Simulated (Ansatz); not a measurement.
The reference is TlCl in the CsCl type structure (space group Pm-3m, No. 221; a = 3.769 Å).

Computed with PBEsol/PAW in Ansatz (a first-principles code), no SOC.

Strains are applied to the cell and any free atomic positions relax.

One change was made to it. Results:

| quantity | base | after |
|---|---|---|
| hole mass | 0.21 mₑ along k, 0.54 mₑ across (at X) | 0.26 mₑ along k, 0.60 mₑ across (at X) |
| mean gap deformation potential ΔEg/Δln V | – | +2.6 eV |
| valley order (the lowest conduction-band minima on the path, energy above the VBM, named in the base's zone) | X along ⟨100⟩ 1.79 eV; R along ⟨111⟩ 2.19 eV | X along ⟨100⟩ 1.99 eV; R along ⟨111⟩ 2.49 eV |
| pressure | -0.01 GPa | -1.84 GPa |

Problem. What was done to the base?
(A) isotropic strain −1.00 %
(B) isotropic strain +2.50 %
(C) isotropic strain +2.00 %
(D) isotropic strain +3.00 %
(E) isotropic strain +1.50 %

Solution. B, isotropic strain +2.50 %. For comparison, the valley order in the other runs: isotropic strain −1.00 % gives X along ⟨100⟩ 1.71 eV; R along ⟨111⟩ 2.05 eV; isotropic strain +2.00 % gives X along ⟨100⟩ 1.95 eV; R along ⟨111⟩ 2.43 eV; isotropic strain +1.50 % gives X along ⟨100⟩ 1.92 eV; R along ⟨111⟩ 2.38 eV; isotropic strain +3.00 % gives X along ⟨100⟩ 2.03 eV; R along ⟨111⟩ 2.54 eV.

Spin-orbit coupling, missing from the scalar runs, can matter with Tl. Effective masses come from finite differences of ±0.01 Å⁻¹. Along k means along the line from Γ to the band edge. Whether these cells are dynamically stable was not tested.
